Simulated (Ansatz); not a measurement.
KTaO$_{3}$ (Pm-3m), Ansatz (a quantum-chemistry and plane-wave program) with r2SCAN with spin-orbit coupling, rigid bands: N_v = 4.27e20 cm⁻³ at 300 K and a hole conductivity mass of 2.03 mₑ.

**Question.** For 1e16 holes per cm³ at 300 K, place the Fermi level, estimate the Seebeck coefficient of a parabolic band with constant τ, and give mobility and conductivity for τ = 50 fs.

**Answer.** The level lies k_BT ln(N_v/p) = 0.276 eV above the valence-band maximum. S ≈ +(k_B/e)[ln(N_v/p) + 5/2] = 1134 μV/K, against 1149 μV/K from the full bands (mean over directions). μ = eτ/m = 43.3 cm²/(V·s) and σ = peμ = 0.0694 S/cm. τ is assumed, not computed.

Band transport and this doping are assumed; polarons and phonon drag are left out.
